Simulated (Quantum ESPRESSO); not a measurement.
Input and output of a self-consistent single point for the (110) slab of Li (cut from a parent of space group no. 229; 3 atoms in the cell) (Quantum ESPRESSO).

Method of the run: PBEsol, GBRV 1.5 ultrasoft (PBESOL) pseudopotentials (plane waves; Quantum ESPRESSO).

The change in words: vacuum of 8 angstrom (first run: 14 Å); tstress: true → default; tefield: default → true; dipfield: default → true; edir: default → 3; emaxpos: default → 0.97; eopreg: default → 0.05; and 1 further keys. Reference geometry:
```yaml
crystal:
  lattice:
    - [1.75023, 2.47521, 0.00000]
    - [-1.75023, 2.47521, 0.00000]
    - [0.00000, 0.00000, 18.95041]
  atoms:
    - { symbol: Li, position: [0.00000, 0.00000, 0.36939] }
    - { symbol: Li, position: [0.50000, 0.50000, 0.50000] }
    - { symbol: Li, position: [0.00000, 0.00000, 0.63062] }
```

Reference input (self-consistent single point, DFT, PBEsol, plane waves, GBRV 1.5 ultrasoft (PBESOL) pseudopotentials): ecutwfc = 40 Ry; ecutrho = 200 Ry; occupations = smearing; smearing = gauss; degauss = 0.0073499 Ry; mixing_mode = local-TF; potentials = {Li: li_pbesol_v1.4.uspp.F.UPF}; K_POINTS = automatic 8 8 1 0 0 0; conv_thr = 1e-09 Ry; mixing_beta = 0.4. This run's input differs from it in these lines:

```diff
@@ -6,3 +6,4 @@
   tprnfor = .true.,
-  tstress = .true.,
+  tefield = .true.,
+  dipfield = .true.,
 /
@@ -12,3 +13,3 @@
   B = 4.9504126037,
-  C = 18.9504120000,
+  C = 12.9504160000,
   nat = 3,
@@ -20,2 +21,6 @@
   degauss = 0.0073499,
+  edir = 3,
+  emaxpos = 0.970,
+  eopreg = 0.05,
+  eamp = 0.0,
 /
@@ -29,5 +34,5 @@
 ATOMIC_POSITIONS crystal
-Li    0.0000000000    0.0000000000    0.3693850000
-Li    0.5000000000   -0.5000000000    0.5000000000
-Li    0.0000000000    0.0000000000    0.6306150000
+Li    0.0000000000    0.0000000000    0.3088700000
+Li    0.5000000000    0.5000000000    0.5000000000
+Li    0.0000000000    0.0000000000    0.6911300000
 K_POINTS automatic
```

The program printed (abridged):

```
     Self-consistent Calculation

     iteration #  1     ecut=    40.00 Ry     beta= 0.40

     Adding external electric field

     Computed dipole along edir(3) :
        Dipole                0.0013 Ry au,          0.0034 Debye
        Dipole field          0.0000 Ry au,

        Potential amp.       -0.0010 Ry
        Total length         23.2491 bohr

     total energy              =     -43.25084123 Ry
     estimated scf accuracy    <       0.53172040 Ry

     iteration #  2     ecut=    40.00 Ry     beta= 0.40

     Adding external electric field

     Computed dipole along edir(3) :
   [... lines left out ...]
        Dipole                0.0025 Ry au,          0.0062 Debye
        Dipole field          0.0000 Ry au,

        Potential amp.       -0.0019 Ry
        Total length         23.2491 bohr

     total energy              =     -43.06909476 Ry
     estimated scf accuracy    <       0.00000001 Ry

     iteration # 17     ecut=    40.00 Ry     beta= 0.40

     Adding external electric field

     Computed dipole along edir(3) :
        Dipole                0.0025 Ry au,          0.0063 Debye
        Dipole field          0.0000 Ry au,

        Potential amp.       -0.0019 Ry
        Total length         23.2491 bohr
     End of self-consistent calculation

     the Fermi energy is    -0.7325 ev

!    total energy              =     -43.06909477 Ry
     estimated scf accuracy    <          8.6E-10 Ry
     smearing contrib. (-TS)   =      -0.00049100 Ry
     internal energy E=F+TS    =     -43.06860376 Ry

     electric field correction =       0.00000010 Ry

     convergence has been achieved in  17 iterations

     Forces acting on atoms (cartesian axes, Ry/au):

     atom    1 type  1   force =    -0.00000019    0.00000038    0.00425699
     atom    2 type  1   force =     0.00000014   -0.00000035   -0.00001005
     atom    3 type  1   force =     0.00000005   -0.00000003   -0.00424694

     Total force =     0.006013     Total SCF correction =     0.000012

   JOB DONE.
```

The run converged in 17 iterations. Against the reference run the free energy goes down by 3.3 meV/atom and the largest force goes from 0.119 to 0.109 eV/Å.

The starting cell has typed, rounded lattice constants, without a prior relaxation at this level. The slab is cut from that crystal, and its faces are unrelaxed. Its lattice was rescaled by up to half a per cent.
